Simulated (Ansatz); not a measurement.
# A computed series for TiO2: pressure series

Start from TiO2 in the anatase structure (space group I4_1/amd, No. 141; a = 3.7779 Å, c = 9.5838 Å).

Cell and atoms are relaxed at each pressure.

All numbers come from Kohn–Sham DFT with the r2SCAN functional, run in Ansatz (a quantum-chemistry and plane-wave program) with PAW and 500 eV plane waves, spin-orbit coupling left out.

```tsv
pressure (GPa)	volume per atom (Å³/atom)
-2	11.521
-1	?
0	11.399
1.8	11.292
4.2	11.155
9	10.896
18	10.454
30	9.938
45	9.401
```

Fit the third-order Birch–Murnaghan form P(V) = (3B₀/2)[(V₀/V)^(7/3) − (V₀/V)^(5/3)]·[1 + (3/4)(B₀′ − 4)((V₀/V)^(2/3) − 1)] (squares taken in P) to the rows shown and predict the withheld row.

Least squares on the printed values gives V₀ = 11.400 Å³/atom, B₀ = 186 GPa, B₀′ = 2.5; this predicts 11.462 Å³/atom, and the run gives 11.459 Å³/atom, 0.003 lower.

Load acts through the strain it causes; cell and atoms are relaxed under it. Whether these cells are dynamically stable was not tested. Competing high-pressure phases were not computed. The final runs are not spin-polarised.
